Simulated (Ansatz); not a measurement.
Consider AlRu in the CsCl type structure (space group Pm-3m, No. 221).

Space group Pm-3m (No. 221); a = b = c = 2.9763 Å, α = β = γ = 90.00°

```
atom  site  symmetry       x       y       z
----  ----  --------  ------  ------  ------
Al      1a      m-3m  0.0000  0.0000  0.0000
Ru      1b      m-3m  0.5000  0.5000  0.5000
```

Level of theory: Ansatz (a first-principles code), PBEsol, PAW, cutoff 420 eV, no SOC.

Base values:

The lattice parameter a comes out as 5.624 bohr.

Modification: cell and atoms relaxed at a pressure of 10 GPa.

**Question.** Estimate the effect on the lattice parameter a.

**Answer.** The lattice parameter a decreases by 0.077 bohr to 5.547 bohr.

Load acts through the strain it causes; cell and atoms are relaxed under it. Whether these cells are dynamically stable was not tested. No other phases were tried under pressure. All final runs are without spin polarisation.
